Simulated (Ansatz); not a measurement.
**A computed series for BaTiO3: pressure series**

The reference is BaTiO3 in the cubic perovskite structure (space group Pm-3m, No. 221; a = 4.019 Å).

Cell and atoms are relaxed at each pressure.

Computed with PBE/PAW in Ansatz (an electronic-structure program), no spin-orbit coupling.

Computed cases, in order: pressure −2 GPa; pressure −1 GPa; 0 GPa (base); pressure 0.9 GPa; pressure 2.1 GPa; pressure 4.5 GPa; pressure 9 GPa; pressure 15 GPa; pressure 22.5 GPa; pressure 30 GPa.

**Question.** Between which two neighbouring cases does the gap turn between direct and indirect?

**Answer.** Between pressure 15 GPa (1.95 eV, indirect, R → Γ) and pressure 22.5 GPa (2.00 eV, direct at Γ). The whole series: pressure −2 GPa: 1.76 eV, indirect, R → Γ; pressure −1 GPa: 1.77 eV, indirect, R → Γ; 0 GPa (base): 1.78 eV, indirect, R → Γ; pressure 0.9 GPa: 1.80 eV, indirect, R → Γ; pressure 2.1 GPa: 1.81 eV, indirect, R → Γ; pressure 4.5 GPa: 1.84 eV, indirect, R → Γ; pressure 9 GPa: 1.89 eV, indirect, R → Γ; pressure 15 GPa: 1.95 eV, indirect, R → Γ; pressure 22.5 GPa: 2.00 eV, direct at Γ; pressure 30 GPa: 2.01 eV, direct at Γ.

Load acts through the strain it causes; cell and atoms are relaxed under it. Stability against distortions was not tested. Competing high-pressure phases were not computed. All final runs are without spin polarisation. Many cubic perovskites are stable only at high temperature; tilts and polar distortions were not tested. This is not the structure that BaTiO3 has at room temperature and ambient pressure.
